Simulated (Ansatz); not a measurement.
The starting structures come from a database of crystals and need not be the phases stable at ambient conditions.

By PBEsol, the system below comes out a metal.

Crystal: Al₂Cu (P4/mmm, not sure to be the ambient phase, 3 atoms a cell, 16.2 Å³ an atom, -2 GPa at this level); planes in its conventional cell.

The numbers are results of PBEsol (plane waves, PAW; Ansatz, a program for electronic structure), not measurements.

G/A = (e²/h) × open channels of both spins per area, as a mean over 0.1 eV about the Fermi level, without spin-orbit coupling, for the cells as given.

| plane | area (Å²) | G/A (10¹⁵ S/m²) |
|---|---|---|
| (001) | 16.9 | 0.89 |
| (100) | 11.9 | … |
| (110) | 16.8 | … |

Q: Fill in the missing entries.

A: 
- (100), G/A (10¹⁵ S/m²): 0.74
- (110), G/A (10¹⁵ S/m²): 0.76
